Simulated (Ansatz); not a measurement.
Cell and atoms of amorphous Al28O45Mo:

```xyz
74
Lattice="9.5568 -0.1136 0.2116 -0.1136 9.4951 -0.3150 0.2116 -0.3150 9.0561" Properties=species:S:1:pos:R:3 pbc="T T T"
Al     7.0383     8.9407     5.7396
Al     2.9894     2.3073     0.2866
Al     7.0879     6.3970     7.7796
Al     6.1227     1.7594     1.3631
Al     7.8056     3.9515     1.9542
Al     7.3261     4.7000     5.3104
Al     0.1937     6.4501     6.6570
Al     4.7250     8.7575     3.3724
Al     0.1277     0.0603     4.0388
Al     2.7582     4.8440     1.8722
Al     1.9661     8.8763     1.8246
Al     9.3607     6.7538     0.7887
Al     2.0092     7.4335     4.8454
Al     0.5274     3.7135     8.5333
Al     5.3692     5.6513     3.0511
Al     4.5284     7.0013     6.3547
Al     4.1755     4.2298     4.9166
Al     7.6913     7.1908     3.4748
Al     0.7016     2.3585     2.0310
Al     4.2386     7.2161     0.4299
Al     2.2404     8.3932     8.0630
Al     6.8761     8.6880     1.1154
Al     5.5859     4.3139     0.2061
Al     8.3765     1.5589     8.5701
Al     2.5052     4.3996     6.9797
Al     8.8157     1.9222     5.9255
Al     0.3631     5.2081     3.4671
Al     6.5546     1.8049     4.3672
O      1.3987     7.8925     6.5326
O      1.0403     5.9122     4.9718
O      3.9403     5.4514     0.6812
O      2.5160     3.4364     5.4417
O      5.9252     0.1670     4.9808
O      8.0218     0.6509     7.0182
O      6.7244     2.6584     2.7996
O      1.0679     1.2501     5.2475
O      8.2681     7.7737     1.9134
O      8.3328     1.1003     4.3739
O      8.7432     6.9741     8.3356
O     -0.0059     2.4666     0.4356
O      9.3828     3.4637     3.1619
O      3.7809     7.4943     7.9250
O      8.9239     4.9853     0.8515
O      7.3841     2.9948     5.5141
O      0.8545     0.6991     2.4970
O      5.7748     0.2164     2.3537
O      9.2886     2.7623     7.4025
O      5.9744     7.5033     0.1962
O      1.2851     8.2661     3.4882
O      4.7114     2.6434     0.5059
O      1.3419     5.8076     2.1596
O      3.7568     4.9568     3.3225
O      3.4032     0.7637     6.7302
O      7.3639     0.6465     0.5455
O      3.6075     8.0561     1.8947
O      3.7774     7.6644     4.8576
O      2.3282     3.0876     1.7982
O      2.5445     0.6117     0.3555
O      3.3831     0.5245     3.8574
O      4.7106     2.5203     4.8644
O      8.1712     5.7166     6.3869
O      3.8047     5.3496     6.3212
O      6.2196     7.5506     6.5436
O      1.2497     7.9114     0.4328
O      2.4073     3.1999     8.2677
O      8.1445     5.4936     3.7286
O      8.3652     8.1782     4.7456
O      6.1289     4.9193     7.8262
O      5.9329     7.3272     3.2093
O      1.1180     5.2408     7.6252
O      7.0823     3.1142     0.3383
O      5.7545     5.1015     4.7063
O      6.3068     5.0017     1.7490
Mo     2.9756     1.5451     5.2698
```

These are PBE, scalar-relativistic without spin-orbit coupling (plane waves to 420 eV, PAW; Ansatz, a quantum-chemistry and plane-wave program) values and carry that method's errors.

Preparation: random packing, a CHGNet melt and quench, and a DFT relaxation. O atoms were pushed apart under 1.9 Å during the dynamics, to hinder bonds among them. The hot cell started wider than the set density and was brought back towards it in steps. It is the lowest in DFT energy of 2 quenches. It is a model cell: composition and starting density were chosen by hand, and all elements were melted together. No dispersion term was used. Its density started from a set value of 3.18 and ended at 3.18 g/cm³. The quench (nominally 280 K/ps over its main leg) was far faster than any real one, so the model tends to hold more defects than a real film. Values belong to this one cell and scatter from quench to quench. The volume was held where the preparation left it and the shape relaxed, at a PBE pressure of 2.5 GPa. Stress components on the final sampling reach 2.7 GPa.

Cut-offs for bonds: Al-Al 2.66 Å, Al-O 2.20 Å, Al-Mo 2.85 Å, O-O 1.58 Å, O-Mo 2.42 Å, Mo-Mo 3.04 Å. Two cations that share two anions don't count as bonded, nor two that share one unless they lie closer than Al-Al 2.59 Å, Al-Mo 2.77 Å, Mo-Mo 2.95 Å.

Q: Give the coordination numbers, mean bond lengths and angles.

A: 
The mean coordination of Al by anions is 4.46 (16 with 4, 11 with 5, 1 with 6). The mean coordination of O comes out as 2.89 (1 with 1, 4 with 2, 39 with 3, 1 with 4), the mean coordination of Mo by anions is 5.00 (1 with 5) and the mean Al-O bond is 1.832 Å (spread 0.075 Å, 125 counted). The mean O-Mo bond is 1.883 Å (spread 0.116 Å, 5 counted) and the bond angle at Al is mean 107.8°, spread 22.9°. The bond angle at O is mean 117.1°, spread 17.3°. The bond angle at Mo is mean 106.0°, spread 22.9°.

Q: List the pairs of like atoms that count as bonded by the rules above.

A: There are none by these rules.
